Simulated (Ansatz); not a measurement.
## SnO2 under a change: uniaxial strain ε_zz = +3.00 %

Start from SnO2 in the rutile structure (space group P4_2/mnm, No. 136; a = 4.769 Å, c = 3.212 Å). Axes: x, y, z lie along a, b, c of the conventional cell.

Perturbation: the cell is stretched by 3.00 % along z with no lateral relaxation, atoms relaxed at fixed cell.

All numbers come from PBEsol/PAW in Ansatz (an electronic-structure program), no spin-orbit coupling. Settings: 7×7×10 k-points, 0.05 eV Fermi–Dirac smearing.

```csv
quantity,base,changed,shift
volume per atom,12.18 Å³,12.54 Å³,+0.365 Å³
energy relative to the base (free energy F),0 meV/atom,+13 meV/atom,+13 meV/atom
"pressure (mean of the normal stresses, compression positive)",0.00 GPa,-6.29 GPa,-6.29 GPa
band gap,0.92 eV,0.51 eV,-0.41 eV
gap character,direct at Γ,direct at Γ,–
width of the top valence band,1.24 eV,1.19 eV,-0.056 eV
electron mass,"0.17 mₑ along c, 0.19 mₑ across (at Γ)",0.15 mₑ (at Γ),–
hole mass,"1.7 mₑ along c, 1.3 mₑ across (at Γ)","1.7 mₑ along z, 1.3 mₑ across (at Γ)",–
"valence-band top at Γ (three highest levels, from the VBM)","0.00, -0.77, -0.77 eV","0.00, -0.71, -0.71 eV",–
"stress (xx, yy, zz, yz, xz, xy; compression positive)",–,"(-3.96, -3.96, -10.93, 0.00, 0.00, 0.00) GPa",–
```

Final structure:

```
CELL_PARAMETERS angstrom
      4.76918     0.00000     0.00000
      0.00000     4.76918     0.00000
      0.00000     0.00000     3.30836
ATOMIC_POSITIONS crystal
  Sn 0.00000 0.00000 0.00000
  Sn 0.50000 0.50000 0.50000
  O  0.30735 0.30735 0.00000
  O  0.80735 0.19265 0.50000
  O  0.19265 0.80735 0.50000
  O  0.69265 0.69265 0.00000
```

Masses are band curvatures over ±0.01 Å⁻¹ around the edge. Stability against distortions was not tested.
